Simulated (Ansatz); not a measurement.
GeSiC2 (model structure, started from the AlGaN2 type, P-4m2, No. 115, 4 atoms in the cell), treated with G0W0@PBEsol (Ansatz, a program for electronic structure, plane waves, hard PAW, contour deformation, complete-basis limit).

Settings: largest k mesh 8×8×6 (not extrapolated in the mesh).

Cell (relaxed with PBEsol):

```yaml
crystal:
  lattice:
    - [3.15638, 0.00000, 0.00000]
    - [0.00000, 3.15638, 0.00000]
    - [0.00000, 0.00000, 4.45061]
  atoms:
    - { symbol: Ge, position: [0.50000, 0.50000, 0.50000] }
    - { symbol: Si, position: [0.00000, 0.00000, 0.00000] }
    - { symbol: C, position: [0.50000, 0.00000, 0.76369] }
    - { symbol: C, position: [0.00000, 0.50000, 0.23631] }
```

Problem. Give the computed band gap.

Solution. 
- band gap = 2.42 eV (indirect)

Note: filled d or f shells below the valence bands can shift G0W0 gaps through exchange with them, which wasn't tested here; the relaxation could raise the start's symmetry but not lower it, so the cell can be a saddle point; the gap holds a correction of +0.30 eV to the complete basis.

Spin–orbit coupling is not included.

Computed values are for the static lattice.

A model structure was made by putting elements into a prototype or built by hand; it is no filed structure, need not be a known phase, and can be a saddle point held by its symmetry.
